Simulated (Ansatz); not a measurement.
Start from InP in the zinc blende structure (space group F-43m, No. 216; a = 5.907 Å).

Levels (all Ansatz, an electronic-structure program, PAW): r2SCAN (500 eV, spin-orbit coupling left out); HSE06 (420 eV, no spin-orbit coupling).

Its gap is 1.03 eV with r2SCAN and 1.36 eV with HSE06.

Modification: As takes the place of P on all its sites, then cell and atoms are relaxed.

With r2SCAN the gap becomes 0.08 eV.

Question: If the HSE06 correction stayed the same, what would the HSE06 gap be, and what does the HSE06 run give?

Answer: A rigid correction of +0.33 eV gives 0.41 eV. The HSE06 run gives 0.36 eV, so the correction itself changes by -0.05 eV.

Single points use the geometry relaxed with r2SCAN. Whether these cells are dynamically stable was not tested. The zero or small gap of InAs can change with the level of theory.
